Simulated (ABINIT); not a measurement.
Band structure of BPO₄ (I-4, 6 atoms in the cell).

```
BPO4
1.0
   -2.13000     2.13000     3.26259
    2.13000    -2.13000     3.26259
    2.13000     2.13000    -3.26259
B P O
1 1 4
Direct
  0.25000   0.75000   0.50000
  0.00000   0.00000   0.00000
  0.26534   0.38482   0.39680
  0.61518   0.01198   0.88052
  0.98802   0.86854   0.60320
  0.13146   0.73466   0.11948
```

Method: PBEsol, norm-conserving pseudopotentials (PseudoDojo nc-sr-04 PBEsol standard) (plane waves; ABINIT 10.0.3).

Settings: pseudos = [B.upf, P.upf, O.upf]; ecut = 42 Ha; occopt = 1; ngkpt = 6 6 6; nshiftk = 1; shiftk = 0 0 0; potentials = PseudoDojo nc-sr-04 PBEsol standard; kptopt = 1; nstep = 50; tolvrs1 = 1e-11; diemac = 12; ndtset = 2; getden2 = 1.

The starting cell comes from a database of computed structures (which also holds hypothetical and non-ambient phases and stackings), without a prior relaxation at this level. Its lattice was rescaled by a random factor within 2.5 % of one.

Q: Predict the gap along the standard path and the places of the band edges.

A: The gap along the path is 8.06 eV, from N to Γ; the smallest direct gap on it is 8.27 eV.

Levels in eV from the top of the valence band on the SCF mesh, bands 13 to 20:
| point | 13 | 14 | 15 | 16 | 17 | 18 | 19 | 20 |
|---|---|---|---|---|---|---|---|---|
| Γ | -1.31 | -1.16 | -0.21 | -0.21 | 8.06 | 8.78 | 11.39 | 11.39 |
| X | -1.02 | -0.60 | -0.12 | -0.10 | 10.33 | 10.46 | 10.58 | 11.49 |
| Y | -1.10 | -0.76 | -0.33 | -0.17 | 10.00 | 10.21 | 10.76 | 11.36 |
| S | -1.44 | -1.25 | -0.26 | -0.14 | 9.59 | 10.15 | 11.00 | 11.28 |
| Z | -2.21 | -2.02 | 0.00 | 0.00 | 10.07 | 10.07 | 10.45 | 10.81 |
| S1 | -1.44 | -1.25 | -0.26 | -0.14 | 9.59 | 10.15 | 11.00 | 11.28 |
| N | -1.56 | -0.75 | -0.42 | 0.00 | 9.62 | 10.54 | 10.79 | 11.21 |
| P | -1.18 | -0.60 | -0.27 | -0.26 | 10.23 | 10.47 | 10.63 | 10.81 |
| Y1 | -1.10 | -0.76 | -0.33 | -0.17 | 10.00 | 10.21 | 10.76 | 11.36 |
